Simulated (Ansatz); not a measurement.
How the smallest direct gap on the k points sampled of cubic perovskite CsCdCl3 moves with the method

No measured value is used here.

```csv
level (code),value (eV)
HSE06 (Ansatz),3.86
PBE0 (Ansatz),4.58
r²SCAN0 (Ansatz),…
```

Problem. What belongs in the gaps?

Solution. 
- r²SCAN0 (Ansatz, an electronic-structure program), value (eV): 5.04

Computed values are for a static lattice. Spin–orbit coupling is included only where a level's name says +SOC; with heavier elements it mostly lowers gaps and can invert bands.  Values are at the PBEsol cell. Cutoffs differ between the levels. Ansatz's density-functional and Hartree–Fock values are scalar-relativistic unless marked +SOC, with PAW data made under PBE.
